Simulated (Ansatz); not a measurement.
Gap of wurtzite InP, (10-10) cell (InP held in this type, which need not be the stable form), on one geometry relaxed at PBE.

Methods: r2SCAN (plane waves to 500 eV, PAW; Ansatz, a first-principles code); HSE06 (plane waves to 420 eV, PAW; Ansatz). Geometries and values that name no level are of the first. No spin–orbit coupling. Its k-point mesh 7×5×4, Fermi–Dirac width 0.01 eV. HSE06 ran on meshes of its own (5×3×3); its edges and gaps are taken over the mesh and over extra points off it, mostly where PBE has its edges.

```
level     gap (eV)
------  ----------
r2SCAN  (withheld)
HSE06         1.25
```

What belongs in the gaps?


- r2SCAN, gap (eV): 0.94
